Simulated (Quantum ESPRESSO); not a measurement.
A working Quantum ESPRESSO input for VGe3 (Pm-3n, 8 atoms in the cell) (DFT, PBEsol, plane waves, PseudoDojo standard norm-conserving (PBESOL) pseudopotentials):

```fortran
&CONTROL
  calculation = 'scf',
  outdir = './out',
  pseudo_dir = './',
  tprnfor = .true.,
  tstress = .true.,
/
&SYSTEM
  ibrav = 1,
  celldm(1) = 9.6345040847,
  nat = 8,
  ntyp = 2,
  ecutwfc = 85,
  occupations = 'smearing',
  smearing = 'gauss',
  degauss = 0.0147,
  nspin = 2,
  starting_magnetization(1) = 0.154,
/
&ELECTRONS
  conv_thr = 1.0e-11,
  mixing_beta = 0.2,
/
ATOMIC_SPECIES
V     50.9415  V.upf
Ge    72.6300  Ge.upf
ATOMIC_POSITIONS {bohr}
V     4.8172520424    4.8172520424    4.8172520424
V     0.0000000000    0.0000000000    0.0000000000
Ge    4.8172520424    7.2258780636    0.0000000000
Ge    4.8172520424    2.4086260212    0.0000000000
Ge    7.2258780636    0.0000000000    4.8172520424
Ge    2.4086260212    0.0000000000    4.8172520424
Ge    0.0000000000    4.8172520424    7.2258780636
Ge    0.0000000000    4.8172520424    2.4086260212
K_POINTS {automatic}
3 3 3  1 1 1
```

The run converged in 20 iterations: free energy E − TS -18574.8548 eV; Fermi level (on the code's own zero) 14.21 eV; pressure -3.59 GPa; size of the cell's spin moment 4.25 μB; site moments (μB, in the program's spheres or projections) V 1.82, V 1.82, Ge 0.01, Ge 0.01, Ge 0.01, Ge 0.01, Ge 0.01, Ge 0.01. Each of these slips is then made, one at a time:

(1)
```diff
+  electron_maxstep = 3,
```

(2)
```diff
-&ELECTRONS
-  conv_thr = 1.0e-11,
-  mixing_beta = 0.2,
-/
```

(3)
```diff
-  degauss = 0.0147,
```

Task: What happens in each case?

Result: 
(1) An iteration limit that is too low. The run ended unconverged after 3 iterations.

(2) A required namelist left out. The program stopped before any SCF iteration.
```
Error in routine  read_namelists (1):
bad line in namelist &electrons: "3 3 3  1 1 1" (error could be in the previous line)
```

(3) Smearing without a width. The program stopped before any SCF iteration.
```
Error in routine  set_occupations (1):
smearing requires a value for gaussian broadening (degauss)
```

The starting cell comes from a database of computed structures (which also holds hypothetical and non-ambient phases and stackings), without a prior relaxation at this level. The magnetic order is the one reached from the typed start; others were not searched systematically. In the base run, with a pressure of about -4 GPa the cell is away from its equilibrium volume at this level. Without a gap this mesh is coarse (it stands for a supercell whose shortest vector is 15 Å).

Left out of this page: 3 runs of the series outside the window shown, repeating another row's setting, or not comparable.
